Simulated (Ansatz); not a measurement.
Here is the system:

```
CELL_PARAMETERS angstrom
      0.00000     2.36009     2.36009
      2.36009     0.00000     2.36009
      2.36009     2.36009     0.00000
ATOMIC_POSITIONS crystal
  As 0.75000 0.75000 0.75000
  B  0.00000 0.00000 0.00000
```

No spin polarisation.

Method: PBEsol in Ansatz (plane waves to 420 eV, PAW, spin-orbit coupling left out). k-mesh 12×12×12 (Γ-centred); smearing 0.05 eV (Fermi–Dirac).

Task: What hole mass (degenerate bands, along [100]) does the calculation give?

Result: 0.22, 0.22, 0.24 mₑ (at Γ).

Task: Estimate the width of the top valence band.

Result: 5.45 eV.

The levels and masses belong to the bands next to the band gap. Load acts through the strain it causes; cell and atoms are relaxed under it. Masses are band curvatures over ±0.01 Å⁻¹ around the edge. Whether these cells are dynamically stable was not tested. The cell was made from BAs in the zinc blende structure (space group F-43m, No. 216) by this change: pressure 4.5 GPa.

Ansatz is a program for electronic structure.
